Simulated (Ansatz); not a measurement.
Base system: Cu3N (space group Pm-3m, No. 221; a = 3.827 Å). Axes: x, y, z lie along the cube axes.

Method: Ansatz (a quantum-chemistry and plane-wave program) PBE, no spin-orbit coupling.

Base values:

Pressure: 0.0 kbar

Modification: compressive biaxial strain of 1.50 % in the plane normal to [111], as in epitaxy on a mismatched substrate; the out-of-plane cell vector and the atoms relax.

Task: Predict the new energy relative to the base.

Result: The energy grows by 1.9 meV/atom.

Task: Estimate the effect on the pressure.

Result: The pressure (mean of the normal stresses, compression positive) goes from zero to 9.8 kbar.

No phonon test of stability was made. The final runs are not spin-polarised.
